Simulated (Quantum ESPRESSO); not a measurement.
A self-consistent single point of B2Mo2Ru (Pnnm, 20 atoms in the cell) with Quantum ESPRESSO.

Computed with PBEsol, GBRV 1.5 ultrasoft (PBESOL) pseudopotentials (plane waves; Quantum ESPRESSO).

```
CELL_PARAMETERS angstrom
      7.53171     0.00000     0.00000
      0.00000     9.62070     0.00000
      0.00000     0.00000     3.09861
ATOMIC_POSITIONS crystal
  B  0.11532 0.46077 0.50000
  B  0.88468 0.53923 0.50000
  B  0.61532 0.03923 0.00000
  B  0.38468 0.96077 0.00000
  B  0.12528 0.26782 0.50000
  B  0.87472 0.73218 0.50000
  B  0.62528 0.23218 0.00000
  B  0.37472 0.76782 0.00000
  Mo 0.80902 0.12922 0.50000
  Mo 0.19098 0.87078 0.50000
  Mo 0.30902 0.37078 0.00000
  Mo 0.69098 0.62922 0.00000
  Mo 0.57457 0.86020 0.50000
  Mo 0.42543 0.13980 0.50000
  Mo 0.07457 0.63980 0.00000
  Mo 0.92543 0.36020 0.00000
  Ru 0.62030 0.39185 0.50000
  Ru 0.37970 0.60815 0.50000
  Ru 0.12030 0.10815 0.00000
  Ru 0.87970 0.89185 0.00000
```

Reference input (self-consistent single point, DFT, PBEsol, plane waves, GBRV 1.5 ultrasoft (PBESOL) pseudopotentials): ecutwfc = 40 Ry; ecutrho = 320 Ry; occupations = smearing; smearing = methfessel-paxton; degauss = 0.0099958 Ry; potentials = {B: b_pbesol_v1.4.uspp.F.UPF, Mo: mo_pbesol_v1.uspp.F.UPF, Ru: ru_pbesol_v1.2.uspp.F.UPF}; K_POINTS = automatic 3 2 8 1 1 1; conv_thr = 1e-10 Ry; mixing_beta = 0.7. This run's input differs from it in these lines:

```diff
@@ -17,3 +17,3 @@
    smearing = 'methfessel-paxton'
-   degauss = 0.0099958
+   degauss = 0.02205
 /
```

Log, with long lists cut:

```
     Self-consistent Calculation

     iteration #  1     ecut=    40.00 Ry     beta= 0.70

---- Real-time Memory Report at c_bands before calling an iterative solver
           522 MiB given to the printing process from OS
           234 MiB allocation reported by mallinfo(arena+hblkhd)
------------------

     negative rho (up, down):  2.825E-01 0.000E+00

     total energy              =   -1939.62799300 Ry
     estimated scf accuracy    <       6.41989454 Ry

     iteration #  2     ecut=    40.00 Ry     beta= 0.70

---- Real-time Memory Report at c_bands before calling an iterative solver
   [... lines left out ...]
           688 MiB given to the printing process from OS
           285 MiB allocation reported by mallinfo(arena+hblkhd)
------------------

     negative rho (up, down):  2.902E-01 0.000E+00

     total energy              =   -1943.19061549 Ry
     estimated scf accuracy    <          4.1E-10 Ry

     iteration # 17     ecut=    40.00 Ry     beta= 0.70

---- Real-time Memory Report at c_bands before calling an iterative solver
           688 MiB given to the printing process from OS
           285 MiB allocation reported by mallinfo(arena+hblkhd)
------------------

     negative rho (up, down):  2.902E-01 0.000E+00
     End of self-consistent calculation

     the Fermi energy is    20.4616 ev

!    total energy              =   -1943.19061549 Ry
     estimated scf accuracy    <          5.7E-11 Ry
     smearing contrib. (-TS)   =      -0.00001051 Ry
     internal energy E=F+TS    =   -1943.19060498 Ry

     convergence has been achieved in  17 iterations

     negative rho (up, down):  2.902E-01 0.000E+00

     Forces acting on atoms (cartesian axes, Ry/au):

     atom    1 type  1   force =    -0.00099767    0.00224314    0.00000000
     atom    2 type  1   force =     0.00099767   -0.00224314    0.00000000
     atom    3 type  1   force =    -0.00099767   -0.00224314   -0.00000000
     atom    4 type  1   force =     0.00099767    0.00224314    0.00000000
     atom    5 type  1   force =    -0.00188842   -0.00438627    0.00000000
   [... lines left out ...]
     Total force =     0.017544     Total SCF correction =     0.000018
   [... lines left out ...]

     negative rho (up, down):  2.902E-01 0.000E+00
          total   stress  (Ry/bohr**3)                   (kbar)     P=     -101.33
  -0.00071099   0.00000000   0.00000000         -104.59        0.00        0.00
   0.00000000  -0.00068535   0.00000000            0.00     -100.82        0.00
   0.00000000   0.00000000  -0.00067019            0.00        0.00      -98.59

   JOB DONE.
```

The run converged in 17 iterations. Against the reference run the free energy is nearly the same (within 1 meV/atom), the pressure moves little (-10.12 to -10.13 GPa) and the largest force goes from 0.166 to 0.159 eV/Å.

The starting cell comes from a database of computed structures (which also holds hypothetical and non-ambient phases and stackings), without a prior relaxation at this level. Spin polarisation is off. With a pressure of about -10 GPa the cell is away from its equilibrium volume at this level.

Cost on one core of a shared machine: roughly 5 min.
